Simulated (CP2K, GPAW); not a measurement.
A CP2K input for a self-consistent single point of RbCrSe2 (R3m, 4 atoms in the cell) (DFT PBEsol, GPW, DZVP-MOLOPT-SR-GTH basis, GTH-PBE potentials (GTH_POTENTIALS)):

```
&GLOBAL
  PROJECT calc
  RUN_TYPE ENERGY_FORCE
  PRINT_LEVEL MEDIUM
&END GLOBAL
&FORCE_EVAL
  METHOD Quickstep
  STRESS_TENSOR ANALYTICAL
  &DFT
    BASIS_SET_FILE_NAME BASIS_MOLOPT
    POTENTIAL_FILE_NAME GTH_POTENTIALS
    UKS T
    MULTIPLICITY 4
    &QS
      METHOD GPW
      EPS_DEFAULT 1E-10
    &END QS
    &MGRID
      CUTOFF 600
      REL_CUTOFF 50
      NGRIDS 5
    &END MGRID
    &SCF
      SCF_GUESS ATOMIC
      EPS_SCF 1E-7
      MAX_SCF 100
      ADDED_MOS 7 7
      &DIAGONALIZATION
        ALGORITHM STANDARD
      &END DIAGONALIZATION
      &MIXING
        METHOD BROYDEN_MIXING
        ALPHA 0.2
        NBUFFER 8
        BETA 1.5
      &END MIXING
      &SMEAR ON
        METHOD FERMI_DIRAC
        ELECTRONIC_TEMPERATURE [K] 116.05
      &END SMEAR
    &END SCF
    &KPOINTS
      SCHEME MONKHORST-PACK 4 4 4
      GAMMA_CENTERED T
    &END KPOINTS
    &XC
      &XC_FUNCTIONAL
        &PBE
          PARAMETRIZATION PBESOL
        &END PBE
      &END XC_FUNCTIONAL
    &END XC
    &PRINT
      &MO
        EIGENVALUES T
        OCCUPATION_NUMBERS T
        NDIGITS 8
        FILENAME mo
        &EACH
          QS_SCF 0
        &END EACH
        ADD_LAST NUMERIC
      &END MO
      &MULLIKEN ON
      &END MULLIKEN
    &END PRINT
  &END DFT
  &SUBSYS
    &CELL
      A 8.05773100 0.00000000 0.00000000
      B 7.13573400 3.74277000 0.00000000
      C 7.13573500 1.75782200 3.30429800
      PERIODIC XYZ
    &END CELL
    &COORD
      SCALED
      Rb       0.16592000     0.16592000     0.16592000
      Cr       0.99774700     0.99774700     0.99774700
      Se       0.38859300     0.38859300     0.38859300
      Se       0.60744300     0.60744300     0.60744300
    &END COORD
    &KIND Rb
      BASIS_SET DZVP-MOLOPT-SR-GTH-q9
      POTENTIAL GTH-PBE-q9
    &END KIND
    &KIND Cr
      BASIS_SET DZVP-MOLOPT-SR-GTH-q14
      POTENTIAL GTH-PBE-q14
      MAGNETIZATION 3
    &END KIND
    &KIND Se
      BASIS_SET DZVP-MOLOPT-SR-GTH-q6
      POTENTIAL GTH-PBE-q6
    &END KIND
  &END SUBSYS
  &PRINT
    &FORCES ON
    &END FORCES
    &STRESS_TENSOR ON
    &END STRESS_TENSOR
  &END PRINT
&END FORCE_EVAL
```

**Question.** Give the GPAW input for the same structure, mesh, smearing and functional.

**Answer.** This is the input that was run; spellings and numerical settings could be chosen otherwise.

```python
from ase import Atoms
from ase.units import GPa
from gpaw import GPAW, PW, FermiDirac

atoms = Atoms(['Rb', 'Cr', 'Se', 'Se'],
              cell=[[1.927330, 1.112744, 7.744303],
                    [-1.927330, 1.112744, 7.744303],
                    [0.000000, -2.225489, 7.744303]],
              scaled_positions=[[0.165920, 0.165920, 0.165920],
                                [0.997747, 0.997747, 0.997747],
                                [0.388593, 0.388593, 0.388593],
                                [0.607443, 0.607443, 0.607443]],
              pbc=True)

atoms.set_initial_magnetic_moments([0.0, 3.0, 0.0, 0.0])

calc = GPAW(spinpol=True,
            mode=PW(850),
            xc='PBEsol',
            kpts={'size': (4, 4, 4), 'gamma': True},
            occupations=FermiDirac(0.01),
            nbands=-6,
            convergence={'density': 1e-05, 'energy': 1e-05, 'bands': -4},
            symmetry={'symmorphic': False, 'tolerance': 0.0005},
            maxiter=100)

atoms.calc = calc

energy = atoms.get_potential_energy()
print('Energy (eV):', round(energy, 6))
forces = atoms.get_forces()
print('Forces (eV/Ang):')
print(forces.round(5))
stress = atoms.get_stress()
print('Stress (GPa, Voigt):', (stress / GPa).round(4))
```

Basis, cutoffs, solver keys and any potentials are the target program's own. This input uses DFT PBEsol, plane waves, GPAW PAW datasets PBEsol (made by gpaw-setup).

The starting cell comes from a database of computed structures (which also holds hypothetical and non-ambient phases and stackings), without a prior relaxation at this level.
